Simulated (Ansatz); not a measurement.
## Point defect N on the C site (N_C) in diamond

Computed with PBE, PAW (plane waves to 420 eV; Ansatz, a quantum-chemistry and plane-wave program). The supercell holds 64 host sites (2×2×2 repeats of the unit cell), with a 2×2×2 shifted k-point sampling for the final energies. Site at the start: the C site. Energies of charged states are corrected for periodic images (point charge plus alignment at distant sites). Dielectric constants: PBE linear response of the host. Host gap at this level: 4.13 eV. These values are not converged in cell size to better than tenths of an eV. Levels are measured in PBE's own, too narrow, gap. Spin–orbit coupling is left out. Each state is the lowest found from its start.

Formation energies E_f are given with the Fermi level at the valence-band maximum. Chemical conditions: host crystal and elements as references (Δμ(C) = 0.14 eV, Δμ(N) = 0.00 eV; N taken from its element, since no compound that bounds it was computed at this level; only phases computed here count, gases as isolated molecules at 0 K). Reference phases: C: graphite, N: N2 molecule in a box.

```tsv
charge	moment (μB)	point group	largest move off a lattice site (Å)	image correction with alignment (eV)	E_f, host crystal and elements as references (eV)
+1	not spin-polarised	Td	0.01	0.43	1.14
0	1.0	C3v	0.25	0.00	3.99
−1	not spin-polarised	C3v	0.34	0.39	7.79
```

Point groups are those of the whole cell at tolerances of 0.03 and 0.1 Å ("near" where only the looser one holds); none is given for unsettled states.

Transition levels above the valence-band maximum: ε(+1/0) = 2.85 eV; ε(0/−1) = 3.80 eV. On the lower envelope of the bound states, inside the gap: (+1/0) at 2.85 eV; (0/−1) at 3.80 eV.

All states together cost roughly 5 core-minutes.
